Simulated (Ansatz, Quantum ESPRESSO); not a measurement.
A Quantum ESPRESSO input for a self-consistent single point of NaMgF3 (Pm-3m, 5 atoms in the cell) (DFT, LDA (PZ), plane waves, GBRV 1.5 ultrasoft (LDA) pseudopotentials):

```fortran
&control
  calculation = 'scf'
  prefix = 'namgf3'
  outdir = './work'
  pseudo_dir = './'
  tprnfor = .true.
  tstress = .true.
/
&system
  ibrav = 0
  nat = 5
  ntyp = 3
  ecutwfc = 40
  ecutrho = 200
  occupations = 'fixed'
  nbnd = 22
/
&electrons
  conv_thr = 1.0d-8
/
ATOMIC_SPECIES
Na    22.9898  na_lda_v1.5.uspp.F.UPF
Mg    24.3050  mg_lda_v1.4.uspp.F.UPF
F     18.9984  f_lda_v1.4.uspp.F.UPF
ATOMIC_POSITIONS crystal
Na    0.0000000000    0.0000000000    0.0000000000
Mg    0.5000000000    0.5000000000    0.5000000000
F     0.5000000000    0.5000000000    0.0000000000
F     0.0000000000    0.5000000000    0.5000000000
F     0.5000000000    0.0000000000    0.5000000000
K_POINTS automatic
8 8 8  0 0 0
CELL_PARAMETERS angstrom
   4.0199800000     0.0000000000     0.0000000000
   0.0000000000     4.0199800000     0.0000000000
   0.0000000000     0.0000000000     4.0199800000
```

Question: Translate this input to Ansatz (a program for electronic structure).

Answer: This is the input that was run; spellings and numerical settings could be chosen otherwise.

Ansatz 0.2 input:
```yaml
# NaMgF3
crystal:
  lattice:
    - [4.019980, 0.000000, 0.000000]
    - [0.000000, 4.019980, 0.000000]
    - [0.000000, 0.000000, 4.019980]
  atoms:
    - { symbol: Na, position: [0.000000, 0.000000, 0.000000] }
    - { symbol: Mg, position: [0.500000, 0.500000, 0.500000] }
    - { symbol: F, position: [0.500000, 0.500000, 0.000000] }
    - { symbol: F, position: [0.000000, 0.500000, 0.500000] }
    - { symbol: F, position: [0.500000, 0.000000, 0.500000] }
basis:
  ecutwfc: 30.9 Ry
kpoints:
  mp_grid:
    grid: [8, 8, 8]
hamiltonian:
  xc: lda
  pseudopotentials:
    kind: paw
scf:
  occupations:
    method: fixed
output:
  forces: true
  eigenvalues: true
  stress: true
```

Basis settings and potentials, where a program has them, do not carry over. This input uses DFT, LDA (PW92), plane waves, default PAW files made with PBE. LDA parametrisations can differ slightly between programs. Both were run: pressure -9.25 GPa in Quantum ESPRESSO and -9.78 in Ansatz; gap on the mesh 5.385 eV in Quantum ESPRESSO and 5.408 in Ansatz. Ansatz's pressure is the one without its finite-basis correction.

On Ansatz: the starting cell comes from a database of computed structures (which also holds hypothetical and non-ambient phases and stackings), without a prior relaxation at this level. Its lattice was rescaled by a random factor within 2.5 % of one. With a pressure of about -9 GPa the cell is away from its equilibrium volume at this level.

On Quantum ESPRESSO: the starting cell comes from a database of computed structures (which also holds hypothetical and non-ambient phases and stackings), without a prior relaxation at this level. Its lattice was rescaled by a random factor within 2.5 % of one. With a pressure of about -9 GPa the cell is away from its equilibrium volume at this level.
